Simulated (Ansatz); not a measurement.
A self-consistent single point of TiO2 (P2_1/c, 12 atoms in the cell) with Ansatz (a program for electronic structure)

Computed with LDA (PW92), default PAW files made with PBE (plane waves; Ansatz).

Input:

Ansatz 0.2 input:
```yaml
crystal:
  lattice:
    - [4.828697, 0.000000, 0.000000]
    - [0.000000, 4.885979, 0.000000]
    - [-0.799596, 0.000000, 4.920531]
  atoms:
    - { symbol: Ti, position_ang: [1.163267, 0.192996, 1.024947] }
    - { symbol: Ti, position_ang: [3.265632, 2.635986, 1.435319] }
    - { symbol: Ti, position_ang: [2.865834, 4.692983, 3.895584] }
    - { symbol: Ti, position_ang: [0.763469, 2.249993, 3.485212] }
    - { symbol: O, position_ang: [0.062388, 1.620679, 1.696107] }
    - { symbol: O, position_ang: [4.366511, 4.063669, 0.764158] }
    - { symbol: O, position_ang: [3.966713, 3.265300, 3.224424] }
    - { symbol: O, position_ang: [-0.337410, 0.822310, 4.156373] }
    - { symbol: O, position_ang: [1.787816, 3.698198, 2.357918] }
    - { symbol: O, position_ang: [2.641083, 1.255208, 0.102347] }
    - { symbol: O, position_ang: [2.241285, 1.187781, 2.562613] }
    - { symbol: O, position_ang: [1.388018, 3.630771, 4.818184] }
kpoints:
  mp_grid: { grid: [5, 5, 5] }
hamiltonian:
  xc: lda
  pseudopotentials: { kind: paw }
scf:
  occupations: { method: cold, width: 0.05 }
output:
  forces: true
  eigenvalues: true
  stress: true
```

Output (repeated stretches shortened):

```
WARN basis.ecutwfc = 420 eV, the default
WARN ansatz: RAYON_NUM_THREADS=1 ignored (pool sized by the plan → 1); use --threads N
Pseudopotentials: kind: paw
Pseudopotential: Ti, paw, valence charge 12
Pseudopotential: O, paw, valence charge 6
Crystal: 12 atoms, lattice volume = 116.090 Å³
Basis set: ecut = 420 eV, 2277 PW (Γ)
Bands: 60, of which v1, the nominal top of the filled ones, is band 48 counted from 1 (47 counted from 0)
Symmetry: 4 space group operations
Space group: P21/c (ITA 14), of the structure as read, at distance tolerance 4.9e-5 Å
k-points: 39 of 125
PAW frozen core: Ti, regenerated for the run's functional, and the local potential with it
PAW frozen core: O, regenerated for the run's functional, and the local potential with it
Initial density: superposition of atomic densities (neutral atoms: chi_scale 0, normalization atom), corrected by the library's trained network
Initial wavefunctions: pseudopotential atomic-orbital guess
Eigensolver: davidson
Functional: x = slater, c = lda
SCF iter   1: F=—  HF=-14260.799740 eV  |F-HF|=—  |Δ(HF+E_count)|=         —  Δρ=2.81e-2  dr2=8.84e-1  ethr=1.77e-3  ⟨swp⟩=5.3  Hψ=8950  notcnv=0
all-band conjugate gradients solve this SCF's bands
preconditioner: auto → Resta (q_TF=auto, 2.643 Å⁻¹)
SCF iter   2: F=—  HF=-14260.683753 eV  |F-HF|=—  |Δ(HF+E_count)|=   1.16e-1  S|Δr|=    0.00e0  Δρ=1.63e-2  dr2=2.47e-1  ethr=9.20e-4  ⟨swp⟩=2.1  Hψ=4062  notcnv=0  defer=223
SCF iter   3: F=—  HF=-14260.640249 eV  |F-HF|=—  |Δ(HF+E_count)|=   4.35e-2  S|Δr|=    0.00e0  Δρ=4.43e-3  dr2=1.31e-2  ethr=2.57e-4  ⟨swp⟩=2.1  Hψ=3301  notcnv=0  defer=223
SCF iter   4: F=—  HF=-14260.637294 eV  |F-HF|=—  |Δ(HF+E_count)|=   2.95e-3  S|Δr|=    0.00e0  Δρ=1.27e-3  dr2=2.05e-3  ethr=1.37e-5  ⟨swp⟩=2.0  Hψ=4078  notcnv=0  defer=223
SCF iter   5: F=—  HF=-14260.636984 eV  |F-HF|=—  |Δ(HF+E_count)|=   3.11e-4  S|Δr|=    0.00e0  Δρ=5.22e-4  dr2=2.59e-4  ethr=2.13e-6  ⟨swp⟩=2.0  Hψ=3022  notcnv=0  defer=223
SCF iter   6: F=—  HF=-14260.636945 eV  |F-HF|=—  |Δ(HF+E_count)|=   3.92e-5  S|Δr|=    0.00e0  Δρ=1.47e-4  dr2=4.00e-5  ethr=2.69e-7  ⟨swp⟩=2.0  Hψ=3055  notcnv=0  defer=223
SCF iter   7: F=—  HF=-14260.636941 eV  |F-HF|=—  |Δ(HF+E_count)|=   3.29e-6  S|Δr|=    0.00e0  Δρ=7.63e-5  dr2=7.10e-6  ethr=4.17e-8  ⟨swp⟩=2.0  Hψ=3232  notcnv=0  defer=223
SCF iter   8: F=—  HF=-14260.636940 eV  |F-HF|=—  |Δ(HF+E_count)|=   1.13e-6  S|Δr|=    0.00e0  Δρ=2.68e-5  dr2=8.92e-7  ethr=7.40e-9  ⟨swp⟩=2.6  Hψ=3382  notcnv=0  defer=223
SCF iter   9: F=-14260.636940 eV  HF=-14260.636940 eV  |F-HF|=1.17e-8  |Δ(HF+E_count)|=   1.44e-7  S|Δr|=    0.00e0  Δρ=3.93e-6  dr2=1.88e-8  ethr=1.04e-10  ⟨swp⟩=7.5  Hψ=10047  notcnv=0
SCF 1 converged in 9 iterations: F = -14260.636940 eV  dr2 = 1.88e-8
SCF converged after 9 iterations
Stability not checked (fill_not_monotonic)
Free energy (F): -14260.636940 eV
Harris-Foulkes:  -14260.636940 eV  (|F-HF|=1.17e-8)
Internal energy: -14260.636940 eV  (E = F + TS)
E sigma→0 (E₀):  -14260.636940 eV
Fermi energy:    11.115733 eV
Step filling:    the computed levels leave a gap of 2.0644 eV = 41.3 smearing widths
--- Per-component energies (eV) ---
  E_band       = -677.992847
  E_kinetic    = 2483.320947
  E_local      = -5686.677885  (includes V_loc(G=0)·N_el)
  E_nonlocal   = 424.796248
  E_hartree    = 2151.271532
  E_xc         = -972.044465
  E_vxc        = -1239.489156  (∫ρ·V_xc dr)
  E_paw        = -5161.133187  (= ΣΔE_a)
  E_vpaw       = -962.511429  (= ΣTr[D̂ρ^β])
  E_aug_tail   = 0.020459  (compensation charges beyond the density's cutoff)
  E_ewald      = -7502.269763
  E_core_change = 2.079173  (= ΣΔE_core)
  E_smearing   = 0.000000  (= −TS)
  E_closure    = 0.000000  (closes the sum)
  Σ components = -14260.636940   (vs F -14260.636940, Δ=0.00e0)
--- Forces (eV/Å), atoms counted from 1 ---
  atom   1  Ti     0.06568934     0.54070646     0.15560542
  atom   2  Ti    -0.06568934     0.54070646    -0.15560542
  atom   3  Ti    -0.06568934    -0.54070646    -0.15560542
  atom   4  Ti     0.06568934    -0.54070646     0.15560542
  atom   5  O     -0.21252627     0.01052651    -0.11487457
  atom   6  O      0.21252627     0.01052651     0.11487457
  atom   7  O      0.21252627    -0.01052651     0.11487457
  atom   8  O     -0.21252627    -0.01052651    -0.11487457
  atom   9  O     -0.14848272     0.14882069    -0.21589819
  atom  10  O      0.14848272     0.14882069     0.21589819
  atom  11  O      0.14848272    -0.14882069     0.21589819
  atom  12  O     -0.14848272    -0.14882069    -0.21589819
  max |Σ_I F_I| component: 3.33e-16 eV/Å
--- Stress (GPa, compression-positive) ---
      -11.602573       0.000000      -1.707413
        0.000000     -11.528060       0.000000
       -1.707412       0.000000      -9.277901
  P = ⅓ Tr σ = -10.8028 GPa (-108.028 kbar)
  The stress holds the Pulay correction. Without it, at fixed plane waves, as pw.x and ABINIT print it: P = -11.9207 GPa
--- Band table (eV; the first three rows and the last of 39) ---
  k-point 0: bands = ["-46.1136", "-46.0788", "-46.0732", "-46.0724", "-22.8827", "-22.8225", "-22.8136", "-22.7084", "-22.6968", "-22.6324", "-22.6223", "-22.5933", "-22.5923", "-22.5905", "-22.5374", "-22.5085", "-8.4018", "-6.6651", "-6.6352", [...]
  k-point 1: bands = ["-46.1101", "-46.0814", "-46.0733", "-46.0732", "-22.8650", "-22.8051", "-22.7977", "-22.7366", "-22.6708", "-22.6637", "-22.6179", "-22.6119", "-22.5831", "-22.5774", "-22.5417", "-22.5337", "-8.2563", "-6.8573", "-6.5842", [...]
  k-point 2: bands = ["-46.1010", "-46.0899", "-46.0736", "-46.0735", "-22.8187", "-22.7818", "-22.7730", "-22.7467", "-22.7099", "-22.6489", "-22.6359", "-22.6082", "-22.5914", "-22.5853", "-22.5597", "-22.5514", "-7.8599", "-7.3303", "-6.4743", [...]
  k-point 38: bands = ["-46.0953", "-46.0896", "-46.0775", "-46.0753", "-22.8403", "-22.8245", "-22.7972", "-22.7735", "-22.6879", "-22.6481", "-22.6122", "-22.5969", "-22.5830", "-22.5660", "-22.5500", "-22.5364", "-7.5227", "-7.1753", "-6.6659", [...]
```

The run converged in 9 iterations.

The starting cell was generated: these elements placed on a structure prototype, without a prior relaxation; it need not be a known phase or ordering of this composition. With a pressure of about -11 GPa the cell is away from its equilibrium volume at this level. Ansatz's pressure includes its estimate of the finite-basis (Pulay) stress. Without the estimate this run gives -11.92 GPa.
